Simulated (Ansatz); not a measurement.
# WC: response to strain

Take WC (space group P-6m2, No. 187; a = 2.922 Å, c = 2.846 Å; relaxed with 0.1 eV smearing) as the base. Axes: x lies along a and z along c of the hexagonal cell.

Strains are applied to the cell and any free atomic positions relax; under biaxial strain the out-of-plane vector relaxes too.

Method: PBE in Ansatz (plane waves to 420 eV, PAW, no SOC).

Notes on the quantities. in-plane stress: mean in-plane stress (compression positive).

| variant | shortest interatomic distance | out-of-plane strain | in-plane stress |
|---|---|---|---|
| base | 220.7 pm | – | – |
| biaxial strain −2.50 %, plane normal [001], relaxed out of plane | 218.4 pm | +0.96 % | +24.1 GPa |
| biaxial strain −2.00 %, plane normal [001], relaxed out of plane | 218.9 pm | +0.76 % | +18.9 GPa |
| biaxial strain −1.50 %, plane normal [001], relaxed out of plane | 219.3 pm | +0.56 % | +13.9 GPa |
| biaxial strain −1.00 %, plane normal [001], relaxed out of plane | 219.8 pm | +0.37 % | ? |
| biaxial strain +0.50 %, plane normal [001], relaxed out of plane | 221.2 pm | -0.18 % | -4.2 GPa |
| biaxial strain +1.00 %, plane normal [001], relaxed out of plane | 221.7 pm | -0.35 % | -8.3 GPa |
| biaxial strain +1.50 %, plane normal [001], relaxed out of plane | 222.2 pm | -0.52 % | -12.1 GPa |
| biaxial strain +2.00 %, plane normal [001], relaxed out of plane | 222.7 pm | -0.69 % | ? |
| biaxial strain +2.50 %, plane normal [001], relaxed out of plane | 223.2 pm | -0.85 % | ? |

Q: Complete the table.

A: 
- biaxial strain −1.00 %, plane normal [001], relaxed out of plane, in-plane stress: +9.0 GPa
- biaxial strain +2.00 %, plane normal [001], relaxed out of plane, in-plane stress: -15.8 GPa
- biaxial strain +2.50 %, plane normal [001], relaxed out of plane, in-plane stress: -19.3 GPa

Stability against distortions was not tested. The final runs are not spin-polarised.

Ansatz is an electronic-structure program.
